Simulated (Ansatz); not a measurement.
By PBEsol, the system below comes out a metal.

A figure of merit of an interconnect metal is its ballistic conductance per area.

```
Ca
1.0
    3.94341     0.00000     0.00000
    0.00000     5.57682     0.00000
    1.97170     2.78841     1.97170
Ca
1
Direct
  0.00000   0.00000   0.00000
```

The cell is taken as given; by PBEsol it stands under a pressure of -1.1 GPa.

The current flows along the normal of the first two printed cell vectors, the (110) plane of the conventional cell. No spin-orbit coupling; the value is a mean over 0.1 eV about the Fermi level.

Question: Predict the ballistic conductance per area from PBEsol (Ansatz, an electronic-structure program).

Answer: 0.59 × 10¹⁵ S/m² for both spins.
